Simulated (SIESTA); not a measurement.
Worked example: self-consistent single point of Mn3Co (P6_3/mmc, 8 atoms in the cell) in SIESTA.

Level of theory: SIESTA with LDA PW92, numerical atomic orbitals DZP, PseudoDojo LDA standard norm-conserving potentials (rewritten from UPF to PSML).

```yaml
crystal:
  lattice:
    - [4.97427, 0.00000, 0.00000]
    - [-2.48713, 4.30784, 0.00000]
    - [0.00000, 0.00000, 3.95331]
  atoms:
    - { symbol: Mn, position: [0.32479, 0.16240, 0.75000] }
    - { symbol: Mn, position: [0.67521, 0.83761, 0.25000] }
    - { symbol: Mn, position: [0.16240, 0.32479, 0.25000] }
    - { symbol: Mn, position: [0.83761, 0.67521, 0.75000] }
    - { symbol: Mn, position: [0.83761, 0.16240, 0.75000] }
    - { symbol: Mn, position: [0.16240, 0.83761, 0.25000] }
    - { symbol: Co, position: [0.66667, 0.33333, 0.25000] }
    - { symbol: Co, position: [0.33333, 0.66667, 0.75000] }
```

Reference input (self-consistent single point, DFT, GGA PBEsol, numerical atomic orbitals DZP, PseudoDojo PBEsol standard norm-conserving potentials (rewritten from UPF to PSML)): XC.functional = GGA; XC.authors = PBEsol; potentials = PseudoDojo PBEsol standard; PAO.BasisSize = DZP; PAO.EnergyShift = 0.005 Ry; MeshCutoff = 400 Ry; kgrid.MonkhorstPack = 5 5 6; OccupationFunction = MP; OccupationMPOrder = 0; ElectronicTemperature = 580.23 K; MaxSCFIterations = 150; SCF.Mixer.Method = Broyden. This run's input differs from it in these lines:

```diff
@@ -1,2 +1,2 @@
-# files in the folder: Mn.psml Co.psml (PseudoDojo PBEsol standard)
+# files in the folder: Mn.psml Co.psml (PseudoDojo LDA standard)
 SystemName  Mn3Co
@@ -28,4 +28,4 @@
 
-XC.functional                GGA
-XC.authors                   PBEsol
+XC.functional                LDA
+XC.authors                   PW92
 PAO.BasisSize                DZP
```

Output (repeated stretches shortened):

```
        iscf     Eharris(eV)        E_KS(eV)     FreeEng(eV)     dDmax    Ef(eV) dHmax(eV)
   scf:    1   -25962.819227   -26058.147099   -26058.157109  1.125231 -4.012189 10.914958
   scf:    2   -26074.858784   -26067.868665   -26067.879838  0.249609 -4.569593  9.422214
   scf:    3   -26073.246729   -26073.546722   -26073.556242  0.256594 -5.313247  5.671565
   scf:    4   -26078.618694   -26078.648406   -26078.668371  0.205031 -6.103225  0.934092
   scf:    5   -26077.830495   -26078.501313   -26078.516649  0.048939 -5.994008  1.448276
   [... 6 lines left out ...]
   scf:   12   -26078.737058   -26078.737051   -26078.755052  0.000323 -6.069146  0.002566
   scf:   13   -26078.737057   -26078.737054   -26078.755054  0.000331 -6.069405  0.001757
   scf:   14   -26078.737057   -26078.737056   -26078.755054  0.000124 -6.069515  0.001183
   scf:   15   -26078.737058   -26078.737057   -26078.755054  0.000058 -6.069555  0.000830
SCF Convergence by DM+H criterion
max |DM_out - DM_in|         :     0.0000578625
max |H_out - H_in|      (eV) :     0.0008303945
SCF cycle converged after 15 iterations

Using DM_out to compute the final energy and forces

siesta: E_KS(eV) =           -26078.7371

siesta: E_KS - E_eggbox =    -26078.7371

siesta: Atomic forces (eV/Ang):
     1   -0.117319   -0.067722    0.000000
     2    0.117286    0.067705   -0.000000
     3    0.000009   -0.135425   -0.000000
     4   -0.000009    0.135462   -0.000000
     5    0.117320   -0.067733    0.000000
     6   -0.117287    0.067716   -0.000000
     7   -0.000044    0.000025   -0.000000
     8    0.000044   -0.000026   -0.000000
   Tot   -0.000000    0.000001   -0.000000
   Max    0.135462
   Res    0.067723    sqrt( Sum f_i^2 / 3N )
   Max    0.135462    constrained

   [... lines left out ...]
siesta: FreeEng =    -26078.755054
siesta: Cell volume =         84.713026 Ang**3
siesta:        -230.47333369       -238.01769977  kBar
   [... lines left out ...]

             -0.170  -0.160  -0.165

mulliken: Qtot =      124.000

Mulliken Atomic Populations:
Atom #   charge [q] valence [e]  Species
     1    -0.052547   15.052547  Mn
     2    -0.052501   15.052501  Mn
     3    -0.052499   15.052499  Mn
     4    -0.052550   15.052550  Mn
     5    -0.052549   15.052549  Mn
     6    -0.052504   15.052504  Mn
     7     0.157573   16.842427  Co
     8     0.157576   16.842424  Co
 Total     0.000000
```

The run converged in 15 iterations. Against the reference run the pressure goes from -14.89 to -23.05 GPa and the largest force goes from 0.044 to 0.135 eV/Å.

The starting cell comes from a database of computed structures (which also holds hypothetical and non-ambient phases and stackings), without a prior relaxation at this level. Spin polarisation is off. Values carry the incompleteness of an atom-centred basis. With a pressure of about -23 GPa the cell is away from its equilibrium volume at this level.

Cost on one core of a shared machine: roughly 2 min.
